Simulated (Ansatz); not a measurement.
Consider the following.

```
CELL_PARAMETERS angstrom
      0.00000     2.82851     2.82851
      2.82851     0.00000     2.82851
      2.82851     2.82851     0.00000
ATOMIC_POSITIONS crystal
  Te 0.25000 0.25000 0.25000
  Be 0.00000 0.00000 0.00000
```

No spin polarisation.

Electron doping at 7.0×10^21 cm⁻³ (0.317 per cell), with a uniform compensating background at fixed cell and a 300 K Fermi–Dirac width.

Computed with Kohn–Sham DFT with the r2SCAN functional, run in Ansatz (a quantum-chemistry and plane-wave program) with PAW and 500 eV plane waves, scalar-relativistic without spin-orbit coupling. Settings: 23×23×23 k-points, 0.0259 eV Fermi–Dirac smearing.

Problem. Predict the Fermi level from band edge and gap character.

Solution. The Fermi level relative to the doped band's edge (positive inside the band; to 0.05 eV) is +0.95 eV and the gap character is indirect, Γ → X.

Carriers are added with a uniform compensating background; total energy and stress of such cells depend on the potential's zero and are not compared; many-body gap narrowing is missing at this level. With Te present, leaving out spin-orbit coupling can change the band edges. Whether these cells are dynamically stable was not tested. The cell was made from BeTe in the zinc blende structure (space group F-43m, No. 216) by this change: electrons 7.0×10^21 cm⁻³.
